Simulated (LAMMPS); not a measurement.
Size effects in liquid Ni (fcc) at 1900 K and zero pressure.

Computed with classical MD, pair style adp, file Ni.adp, run in LAMMPS.

| atoms | volume | first peak of g(r) | D(Ni) | viscosity | rough cost (core-seconds per simulated ps) |
|---|---|---|---|---|---|
| 108 | 12.396 ± 0.001 Å³/atom | 2.42 Å, height 2.7 | (3.3 ± 0.3) × 10^-5 cm²/s | 4.2 ± 0.1 mPa s | 0.17 |
| 256 | 12.440 ± 0.003 Å³/atom | 2.46 Å, height 2.8 | (3.7 ± 0.4) × 10^-5 cm²/s | 4.1 ± 0.2 mPa s | 0.4 |
| 2048 | 12.449 ± 0.004 Å³/atom | 2.46 Å, height 2.6 | (4.32 ± 0.05) × 10^-5 cm²/s | - | 4 |
| 16384 | 12.4527 ± 0.0008 Å³/atom | 2.46 Å, height 2.6 | (4.37 ± 0.05) × 10^-5 cm²/s | - | 40 |

Periodic images slow diffusion in small cells, by a term that falls as 1/L. Costs are rough.

Errors of D are the spread over four groups of atoms in one short run; a floor of about 5 %, a picked value, is safer.

The ± values are statistical; the model's systematic error is not in them.
